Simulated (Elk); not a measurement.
Band structure of SrMg₃ (I4/mmm, 4 atoms in the cell).

```yaml
crystal:
  lattice:
    - [-2.81647, 2.81647, 3.68196]
    - [2.81647, -2.81647, 3.68196]
    - [2.81647, 2.81647, -3.68196]
  atoms:
    - { symbol: Sr, position: [0.00000, 0.00000, 0.00000] }
    - { symbol: Mg, position: [0.50000, 0.50000, 0.00000] }
    - { symbol: Mg, position: [0.25000, 0.75000, 0.50000] }
    - { symbol: Mg, position: [0.75000, 0.25000, 0.50000] }
```

Method of the run: LDA (PW92), all-electron FP-LAPW, Elk's shipped species files, APW+lo basis with extra local orbitals run with Elk 10.2.4.

Settings: rgkmax = 8; stype = 0; swidth = 0.00734986 Ha; ngridk = 7 7 7; gmaxvr = 18 1/bohr; lmaxapw = 10; lmaxo = 8; nxlo = 2; lorbcnd = true; lradstp = 2; nrmtscf = 2; lmaxi = 4; maxscl = 100.

The starting cell comes from a database of computed structures (which also holds hypothetical and non-ambient phases and stackings), without a prior relaxation at this level. Its lattice was rescaled by a random factor within 2.5 % of one. Values depend on the basis (sphere radii, cutoffs, local orbitals), which need not be converged.

Levels in eV from the Fermi level, bands 17 to 24:
| point | 17 | 18 | 19 | 20 | 21 | 22 | 23 | 24 |
|---|---|---|---|---|---|---|---|---|
| Γ | -5.57 | 0.05 | 0.10 | 0.10 | 1.52 | 1.74 | 1.86 | 1.86 |
| X | -3.22 | -3.13 | -1.57 | -0.41 | -0.24 | 0.59 | 2.52 | 3.06 |
| Y | -2.80 | -2.61 | -2.42 | -1.61 | 0.61 | 1.65 | 1.81 | 2.91 |
| S | -2.93 | -2.54 | -2.48 | -0.70 | -0.54 | 1.44 | 2.28 | 2.74 |
| Z | -3.00 | -2.67 | -1.99 | -0.61 | -0.61 | 0.29 | 2.78 | 2.78 |
| S1 | -2.93 | -2.54 | -2.48 | -0.70 | -0.54 | 1.44 | 2.28 | 2.74 |
| N | -3.66 | -3.58 | -0.32 | -0.07 | 0.83 | 1.59 | 1.65 | 2.04 |
| P | -2.80 | -2.65 | -2.65 | -1.65 | 1.63 | 1.63 | 2.00 | 2.57 |
| Y1 | -2.80 | -2.61 | -2.42 | -1.61 | 0.61 | 1.65 | 1.81 | 2.91 |

Bands cross the Fermi level along this path, so the cell is metallic at this level.
